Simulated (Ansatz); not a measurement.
L1₂ (Cu3Au-type) Ni3Si: LDA at its full settings (plane-wave cutoff 520 eV, 16×16×16 k mesh, Fermi–Dirac smearing 0.05 eV, no spin polarisation, scalar-relativistic PAW data made under PBE) and at cheaper ones, in a cell of 4 atoms with Γ-centred meshes.

```csv
level and setting,equilibrium lattice constant a (Å),bulk modulus (GPa)
LDA (Ansatz),3.428,259
LDA (Γ point alone) (Ansatz),3.540,203
LDA (2×2×2 k mesh) (Ansatz),3.414,273
LDA (4×4×4 k mesh) (Ansatz),3.428,259
```

Largest shifts from the full settings: lattice constant a +3.27 % (LDA (Γ point alone)), against a difference of -2.34 % of the full result from the reference 3.510 Å (measured, temperature not stated, not corrected to a static lattice; as tabulated in Metallic Nickel Silicides: Experiments and Theory for NiSi and First Principles …); bulk modulus -22 % (LDA (Γ point alone)).

Ansatz's density-functional and Hartree–Fock values are scalar-relativistic unless marked +SOC, with PAW data made under PBE.

Run with cheap settings on purpose, which may leave them unconverged: LDA (2×2×2 k mesh), LDA (4×4×4 k mesh), LDA (Γ point alone).

Ansatz is a first-principles code.
